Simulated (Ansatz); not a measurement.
System: WAg (model structure, Pmma, No. 51, 4 atoms in the cell). Method: LDA in Ansatz (plane waves, PAW).

Settings: plane-wave cutoff 520 eV, 12×18×12 k mesh (along the axes of the cell as run), Fermi–Dirac smearing 0.05 eV, no spin polarisation, scalar-relativistic PAW data made under PBE.

Cell (relaxed at this level):

Space group Pmma (No. 51); a = 4.5584 Å, b = 2.6773 Å, c = 5.1030 Å, α = β = γ = 90.00°

```json
[
 {"atom": "W", "site": "2e", "symmetry": "mm2", "x": "0.7500", "y": "0.0000", "z": "0.1356"},
 {"atom": "Ag", "site": "2f", "symmetry": "mm2", "x": "0.2500", "y": "0.5000", "z": "0.3613"}
]
```

Q: Estimate the bulk modulus B0 that the calculation returns.

A: 
- bulk modulus B0 = 225 GPa

Note: the run has no spin polarisation, so it can have missed a magnetic state; the bulk modulus is −V dP/dV from two relaxed cells at ±2 % in volume; the relaxation could raise the start's symmetry but not lower it, so the cell can be a saddle point.

Spin–orbit coupling is not included.

Static lattice: no zero-point or thermal effects.

A model structure was made by putting elements into a prototype or built by hand; it is no filed structure, need not be a known phase, and can be a saddle point held by its symmetry.

Ansatz is a first-principles code.
